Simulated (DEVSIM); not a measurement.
Device: Ti/Al2O3/p-In0.53Ga0.47As capacitor, at 300 K.

```csv
layer (left to right),material,thickness (nm),Na (cm⁻³)
1,Al2O3,8.50,-
2,In0.53Ga0.47As,3500,2.6e16
```

Metal gate on the left, work function 4.33 eV. Fixed charge at the semiconductor interface 0 cm⁻² (in units of +e); no interface traps.

The device is made up for the run: typed textbook-type constants, with dimensions and the other settings drawn at random. Values at 300 K.

```
parameter      Al2O3  In0.53Ga0.47As
-------------  -----  --------------
gap (eV)         6.8            0.74
affinity (eV)   1.35            4.51
permittivity       9            13.9
Nc (cm⁻³)          -          2.1e17
Nv (cm⁻³)          -          7.7e18
```

Simulated with DEVSIM: 1D Poisson equation in equilibrium, Boltzmann statistics, complete ionisation; no quantum confinement or tunnelling. Metal contacts follow the ideal Schottky-Mott rule: no Fermi-level pinning, no interface dipoles.

Q: Tabulate band edges, carrier densities and field at -0.45 V on the gate.

A: Energies count from the Fermi level of the right contact; mesh points crowd at the junctions.

```tsv
x (μm)	Ec (eV)	Ev (eV)	n (cm⁻³)	p (cm⁻³)	field (V/cm)
0.000	3.430	-3.370	< 1e2	< 1e2	63000
0.001220	3.438	-3.362	< 1e2	< 1e2	63000
0.003483	3.452	-3.348	< 1e2	< 1e2	63000
0.006245	3.469	-3.331	< 1e2	< 1e2	63000
0.008346	3.482	-3.318	< 1e2	< 1e2	63000
0.009549	0.328	-0.412	6.6e11	9.1e11	40000
0.01232	0.339	-0.401	4.3e11	1.4e12	39000
0.02158	0.374	-0.366	1.1e11	5.4e12	36000
0.03838	0.430	-0.310	1.3e10	4.7e13	31000
0.07733	0.523	-0.217	3.4e8	1.7e15	18000
0.1599	0.588	-0.152	2.8e7	2.1e16	1900
0.4585	0.593	-0.147	2.3e7	2.6e16	≈ 0
0.9907	0.593	-0.147	2.3e7	2.6e16	≈ 0
2.081	0.593	-0.147	2.3e7	2.6e16	≈ 0
3.010	0.593	-0.147	2.3e7	2.6e16	≈ 0
3.280	0.593	-0.147	2.3e7	2.6e16	≈ 0
3.408	0.593	-0.147	2.3e7	2.6e16	≈ 0
3.463	0.593	-0.147	2.3e7	2.6e16	≈ 0
3.494	0.593	-0.147	2.3e7	2.6e16	≈ 0
3.502	0.593	-0.147	2.3e7	2.6e16	≈ 0
3.506	0.593	-0.147	2.3e7	2.6e16	≈ 0
3.509	0.593	-0.147	2.3e7	2.6e16	≈ 0
```
